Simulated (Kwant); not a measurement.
Device: wire with a row of barriers in a InAs two-dimensional gas. Effective mass 0.023 mₑ, grid spacing 10 nm, hard walls, nominal width 300 nm (29 grid rows, so walls 300 nm apart), one parabolic valley, scattering region 1000 nm long along x; energies count from the band bottom; Fermi energy swept from 0.00014533 to 0.0017257 eV. 2 barrier(s) across the wire, height 0.024 eV, thickness 40 nm (about 4 grid columns), spaced by 160 nm.

The device is made up for the run: typed textbook-type constants, with dimensions and the other settings drawn at random.

Kwant, effective-mass tight-binding model on a square grid, one spin, coherent transport at 0 K. Conductance is in e²/h.

Task: How many channels do the leads carry at E = 1.20, 1.50 meV?

Result: The hard-wall thresholds are n² ħ²π²/(2mW²) = n² × 0.182 meV with W = 300 nm. √(1.20/0.182) = 2.57, so 2. √(1.50/0.182) = 2.87, so 2.
